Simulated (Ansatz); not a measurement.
Results of r²SCAN+SOC (Ansatz, a program for electronic structure, PAW) for Ba2TiO4 (P4/mmm, No. 123, 7 atoms in the cell; start mp-36194; a measured phase of this formula has another space group).

Settings: plane-wave cutoff 560 eV, 10×10×4 k mesh (along the axes of the cell as run), Fermi–Dirac smearing 0.01 eV, PAW data made under PBE.

Cell (relaxed with PBEsol):

```
CELL_PARAMETERS angstrom
      3.91701     0.00000     0.00000
      0.00000     3.91701     0.00000
      0.00000     0.00000    11.20603
ATOMIC_POSITIONS crystal
  Ba 0.00000 0.00000 0.67307
  Ba 0.00000 0.00000 0.32693
  Ti 0.50000 0.50000 0.50000
  O  0.00000 0.50000 0.50000
  O  0.50000 0.00000 0.50000
  O  0.50000 0.50000 0.67511
  O  0.50000 0.50000 0.32489
```

**Question.** What does this level give for the band gap?

**Answer.** 
band gap: 2.36 eV (direct)

Note: cell and atoms aren't relaxed at this level (largest force component 0.33 eV/Å, pressure 1.7 GPa).

The computed numbers hold no vibrational or temperature effects.

A start named mp-… is a Materials Project structure, which need not be a measured phase.
